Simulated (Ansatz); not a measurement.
# Pressure series in hypothetical P6_3mc GeSe

Start from GeSe (space group P6_3mc, No. 186; a = 4.710 Å, c = 5.685 Å; a hypothetical phase, not in the database extracts checked).

Cell and atoms are relaxed at each pressure.

Calculations: PBEsol (Ansatz, an electronic-structure program, PAW, no spin-orbit coupling), earlier PAW set.

Candidates:
(a) pressure 0.9 GPa
(b) pressure 30 GPa
(c) pressure −2 GPa

Before the change:

The band gap is 0.54 eV.

**Question.** Order them by band gap, lowest first.

**Answer.** (b) pressure 30 GPa (zero), (a) pressure 0.9 GPa (0.41 eV), (c) pressure −2 GPa (0.86 eV)

A case with no gap was solved on a k-mesh chosen for an insulator, which is coarse for it. Load acts through the strain it causes; cell and atoms are relaxed under it. No phonon test of stability was made. No other phases were tried under pressure. All final runs are without spin polarisation. Along this pressure series the structure jumps between pressure 4.5 GPa and pressure 9 GPa; cells beyond that are another form of it.
